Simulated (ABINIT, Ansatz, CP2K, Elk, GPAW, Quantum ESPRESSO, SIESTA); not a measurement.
# One structure in several programs: GaP (F-43m, 2 atoms in the cell)

Self-consistent single point, at a second geometry (lattice scaled by 0.98). First geometry:

```
CELL_PARAMETERS angstrom
      0.00000     2.77978     2.77978
      2.77978     0.00000     2.77978
      2.77978     2.77978     0.00000
ATOMIC_POSITIONS crystal
  Ga 0.00000 0.00000 0.00000
  P  0.25000 0.25000 0.25000
```

Shared settings, as Ansatz (a program for electronic structure) writes them: kpoints.mp_grid.grid = 5 5 5; scf.occupations.method = fixed. Potentials and cutoffs stand in the table.

```
code                                                                                                                                model  ΔF from the first geometry (meV/atom)  pressure (GPa)  gap on the mesh (eV)       cutoff
----------------  -----------------------------------------------------------------------------------------------------------------------  -------------------------------------  --------------  --------------------  -----------
CP2K                                                              PBE, GPW, DZVP-MOLOPT-SR-GTH basis, GTH-PBE potentials (GTH_POTENTIALS)                                    5.2            3.24                 1.618  grid 600 Ry
SIESTA            GGA PBE, numerical atomic orbitals DZP, PseudoDojo PBE standard norm-conserving potentials (rewritten from UPF to PSML)                                   -4.0            2.04                 1.544  grid 400 Ry
Elk                                        PBE, all-electron FP-LAPW, Elk's shipped species files, APW+lo basis with extra local orbitals                                    5.3               –                 1.570   rgkmax 7.5
Ansatz                                                                                                                     PBE, PAW files                                    1.9            2.72                 1.593      default
GPAW                                                                                         PBE, GPAW PAW datasets PBE (gpaw-data 1.0.1)                                   15.5            4.78                 1.618       600 eV
ABINIT                                                           PBE, norm-conserving pseudopotentials (PseudoDojo nc-sr-05 PBE standard)                                    2.5            2.80                 1.595        80 Ry
Quantum ESPRESSO                                                                           PBE, GBRV 1.5 ultrasoft (PBE) pseudopotentials                                    1.9            2.57                 1.597        50 Ry
```

A dash marks a value that a program does not give, or that is left out as unsure.

Gaps are read on the mesh.

The spread over the programs that give each value: ΔF from the first geometry within 19.5 meV/atom; pressure within 2.74 GPa; gap on the mesh within 0.074 eV.

CP2K and SIESTA use small atom-centred bases, whose incompleteness enters pressures, forces and empty levels differently from a plane-wave cutoff. Elk treats all electrons, but the usual bases taken here (sphere radii, linearisation, local orbitals, empty states) were not tested for convergence, so the values are no reference for the others. Ansatz's pressure is given at a fixed set of plane waves, as the other plane-wave codes print theirs. In the pressure, GPAW (by 2.02) lies more than 1 GPa from the median of the plane-wave programs.

The starting cell comes from a database of computed structures (which also holds hypothetical and non-ambient phases and stackings), without a prior relaxation at this level. Its lattice was rescaled by a random factor within 2.5 % of one. For this run, on top of that: lattice scaled by 0.98.

Left out of this page: FLEUR (with a known weakness of the program).

Keys are those of Ansatz 0.2.
